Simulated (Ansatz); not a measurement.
System: interstitial Li in 4H silicon carbide (charge state +1). The step: one Li atom jumps by itself; the atom moves 2.40 Å along (0.00, 0.00, 0.24) of the unit cell; the moving atom starts with neighbours 3 C at 1.89, C at 1.91; 3 Si at 2.26, 3 Si at 2.28 Å and ends with 3 C at 1.94, 3 C at 2.52; 3 Si at 2.22, 3 Si at 2.33 Å. DFT values are from Ansatz (plane-wave PAW, 420 eV unless said) in a cell of 72 host sites, spin-restricted, static, with no finite-size correction. The charge state is imposed; whether it is stable for some Fermi level was not computed. Sites that were not tried may lie lower. For the PBE band: the saddle point's order was not checked, and it lies on a symmetry element of the cell, where a band can be held.

```tsv
Level	Forward barrier (eV)	Cost of the band or of the saddle's single point
CHGNet universal potential (has no charge state), its own band	1.18	-
PBE, the Γ point alone, band relaxed	1.93	very roughly 2.2 core-minutes
PBE, a 2×2×2 k-point mesh shifted by half a step along c, same geometries	1.96	very roughly 30 core-seconds
r2SCAN at 500 eV, the Γ point alone, same geometries	___	around 22 core-seconds (rough)
```

Question: Some entries are withheld; supply them.

Answer: 
- r2SCAN at 500 eV, the Γ point alone, same geometries, Forward barrier (eV): 2.02

Ansatz is a first-principles code.
